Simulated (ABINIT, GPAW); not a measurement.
An ABINIT input for a self-consistent single point of MgS (F-43m, 2 atoms in the cell) (DFT, PBEsol, plane waves, norm-conserving pseudopotentials (PseudoDojo nc-sr-04 PBEsol standard)):

```
# MgS, PseudoDojo nc-sr-04 PBEsol standard
pp_dirpath "./"
pseudos "Mg.upf, S.upf"
acell 3.9265045590 3.9265045590 3.9265045590 Angstrom
rprim
        -0.0000000000    0.7071067812    0.7071067812
         0.7071067812    0.0000000000    0.7071067812
         0.7071067812    0.7071067812    0.0000000000
natom 2
ntypat 2
znucl 12 16
typat 1 2
xred
         0.0000000000    0.0000000000    0.0000000000
         0.7500000000    0.7500000000    0.7500000000
ecut 1143 eV
ixc -116133
occopt 1
nband 11
kptopt 1
ngkpt 10 10 10
nshiftk 1
shiftk 0 0 0
nstep 80
toldfe 1.0e-09
prtwf 0
prtden 0
enunit 1
```

**Question.** Write the same calculation as an input for GPAW.

**Answer.** One input that does it (others would too):

```python
from ase import Atoms
from ase.units import GPa
from gpaw import GPAW

atoms = Atoms(['Mg', 'S'],
              cell=[[0.000000, 2.776458, 2.776458],
                    [2.776458, 0.000000, 2.776458],
                    [2.776458, 2.776458, 0.000000]],
              positions=[[0.000000, 0.000000, 0.000000],
                         [4.164687, 4.164687, 4.164687]],
              pbc=True)

calc = GPAW(mode={'name': 'pw', 'ecut': 850},
            xc='PBEsol',
            kpts={'size': (10, 10, 10), 'gamma': True},
            occupations={'name': 'fixed-uniform'},
            nbands=-4,
            convergence={'bands': -2},
            symmetry={'symmorphic': False, 'tolerance': 0.0005},
            maxiter=120)

atoms.calc = calc

energy = atoms.get_potential_energy()
print('Energy (eV):', round(energy, 6))
forces = atoms.get_forces()
print('Forces (eV/Ang):')
print(forces.round(5))
stress = atoms.get_stress()
print('Stress (GPa, Voigt):', (stress / GPa).round(4))
```

Basis settings and potentials, where a program has them, do not carry over. This input uses DFT PBEsol, plane waves, GPAW PAW datasets PBEsol (made by gpaw-setup). Both were run: pressure 3.42 GPa in ABINIT and 3.50 in GPAW; gap on the mesh 3.575 eV in ABINIT and 3.580 in GPAW.

On GPAW: the starting cell comes from a database of computed structures (which also holds hypothetical and non-ambient phases and stackings), without a prior relaxation at this level. For this run, on top of that: lattice scaled by 0.98. With a pressure of about 4 GPa the cell is away from its equilibrium volume at this level.

On ABINIT: the starting cell comes from a database of computed structures (which also holds hypothetical and non-ambient phases and stackings), without a prior relaxation at this level. For this run, on top of that: lattice scaled by 0.98. With a pressure of about 3 GPa the cell is away from its equilibrium volume at this level.
